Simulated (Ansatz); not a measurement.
Take CdSe in the wurtzite structure (space group P6_3mc, No. 186; a = 4.302 Å, c = 7.021 Å) as the base. Axes: x lies along a and z along c of the hexagonal cell.

Level of theory: PBEsol (Ansatz, a quantum-chemistry and plane-wave program, PAW, without spin-orbit coupling).

Strains are applied to the cell and any free atomic positions relax.

One change was made to it. Results:

| quantity | base | after |
|---|---|---|
| valence-band top at Γ (three highest levels, from the VBM) | 0.00, 0.00, -0.05 eV | 0.00, 0.00, -0.07 eV |
| energy relative to the base (free energy F) | 0 meV/atom | +37 meV/atom |
| band gap | 0.54 eV | 0.72 eV |

Task: Name the change that was made.
A. isotropic strain −2.84 %
B. strain tensor (xx, yy, zz, yz, xz, xy) = (+0.06, −1.68, +0.42, +0.75, +0.33, +0.15) %
C. isotropic strain −4.45 %

Result: A, isotropic strain −2.84 %. For comparison, the band gap in the other runs: isotropic strain −4.45 % gives 0.82 eV; strain tensor (xx, yy, zz, yz, xz, xy) = (+0.06, −1.68, +0.42, +0.75, +0.33, +0.15) % gives 0.50 eV.

Stability against distortions was not tested.
